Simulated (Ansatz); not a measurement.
Input and output of a zone-centre phonon calculation for LiMg (Amm2, 6 atoms in the cell) (Ansatz, a program for electronic structure).

Method of the run: LDA (PW92), default PAW files made with PBE (plane waves; Ansatz).

```xyz
6
Lattice="5.0177 0.0000 0.0000 0.0000 4.6393 2.6933 0.0000 -4.6393 2.6933" Properties=species:S:1:pos:R:3 pbc="T T T"
Li     0.0000     0.0000     1.7976
Li     2.5089    -1.5465     2.6978
Li     2.5089     1.5465     2.6978
Mg     0.0000     1.5646     4.4685
Mg     0.0000    -1.5646     4.4685
Mg     2.5089     0.0000     0.0296
```

Reference input (self-consistent single point, DFT, PBEsol, plane waves, default PAW files made with PBE): kpoints.mp_grid.grid = 5 5 5; kpoints.mp_grid.shift = 0.5 0.5 0.5; hamiltonian.xc = pbesol; hamiltonian.pseudopotentials = {kind: paw} (the program's default PAW files); scf.occupations.method = gaussian; scf.occupations.width = 0.136 eV. This run's input differs from it in these lines:

Ansatz 0.2 input:
```diff
@@ -15,3 +15,3 @@
 hamiltonian:
-  xc: pbesol
+  xc: lda
   pseudopotentials: { kind: paw }
@@ -19,6 +19,4 @@
   occupations: { method: gaussian, width: 0.136 }
-output:
-  forces: true
-  eigenvalues: true
-  stress: true
+phonons:
+  method: dfpt
```

The program printed (abridged):

```
SCF iter   1: F=—  HF=-6310.018284 eV  |F-HF|=—  |Δ(HF+E_count)|=         —  Δρ=5.69e-3  dr2=2.28e-2  ethr=1.77e-3  ⟨swp⟩=7.3  Hψ=4707  notcnv=0
all-band conjugate gradients solve this SCF's bands
preconditioner: auto → Kerker (q_TF=auto, 2.246 Å⁻¹)
SCF iter   2: F=—  HF=-6309.994784 eV  |F-HF|=—  |Δ(HF+E_count)|=   2.35e-2  Δρ=2.38e-3  dr2=8.00e-3  ethr=5.84e-5  ⟨swp⟩=2.0  Hψ=1892  notcnv=0
   [... lines left out ...]
SCF iter   6: F=—  HF=-6309.990008 eV  |F-HF|=—  |Δ(HF+E_count)|=   1.77e-6  Δρ=5.82e-6  dr2=7.81e-8  ethr=5.69e-9  ⟨swp⟩=2.0  Hψ=1148  notcnv=0
SCF iter   7: F=—  HF=-6309.990008 eV  |F-HF|=—  |Δ(HF+E_count)|=   1.48e-8  Δρ=9.68e-7  dr2=1.46e-9  ethr=2.00e-10  ⟨swp⟩=2.0  Hψ=1133  notcnv=0
SCF iter   8: F=—  HF=-6309.990008 eV  |F-HF|=—  |Δ(HF+E_count)|=  1.14e-10  Δρ=1.89e-7  dr2=5.96e-11  ethr=3.74e-12  ⟨swp⟩=2.0  Hψ=1142  notcnv=0
SCF iter   9: F=-6309.990008 eV  HF=-6309.990008 eV  |F-HF|=9.09e-13  |Δ(HF+E_count)|=    0.00e0  Δρ=3.22e-8  dr2=1.60e-12  ethr=1.00e-12  ⟨swp⟩=9.5  Hψ=5087  notcnv=0
SCF 1 converged in 9 iterations: F = -6309.990008 eV  dr2 = 1.60e-12
DFPT response loops at Γ: preconditioner auto → Kerker (q_TF=auto, 2.246 Å⁻¹) (partly filled bands, converged f_vac=0.000) …
Free energy (F): -6309.990008 eV
Internal energy: -6309.969112 eV  (E = F + TS)
E sigma→0 (E₀):  -6309.979560 eV
Entropy (-TS):   -0.020896 eV (-3.483 meV/atom)
Fermi energy:    3.412621 eV
--- Phonons (Γ-DFPT): 12 representative perturbations + reference, on 39 of 125 k-points (Σ response iterations 40) ---
  k mesh reduced under 2 symmetry operations, with k and −k counted as one. Each operation leaves every solved displacement unchanged or reverses it
  ASR residual: 1.306e-5 → 0.000e0 eV/Å²; symmetrization residual: 2.451e-6 eV/Å²
  ASR residual per site (eV/Å²): 1.31e-5 9.77e-6 9.77e-6 9.85e-6 9.85e-6 3.79e-6
  Γ frequencies (cm⁻¹): 0.00 0.00 0.00 113.20 119.66 157.42 191.00 197.92 203.53 224.20 228.23 229.21 254.34 258.51 265.79 272.79 273.75 299.84
  non-analytic LO–TO correction: not included (Born effective charges unavailable; polar crystals: no LO–TO splitting at Γ)
```

The run converged in 9 iterations. 

Summary of the result:
| Quantity | Value |
|---|---|
| Free energy E − TS (on the zero of these files) | -6309.9900 eV |
| Fermi level (on the code's own zero) | 3.41 eV |
| Zone-centre frequencies (cm⁻¹; negative means imaginary) | 0, 0, 0, 113, 120, 157, 191, 198, 204, 224, 228, 229, 254, 259, 266, 273, 274, 300 |

The starting cell comes from a database of computed structures (which also holds hypothetical and non-ambient phases and stackings), without a prior relaxation at this level.

Cost on one core of a shared machine: roughly 2 min.
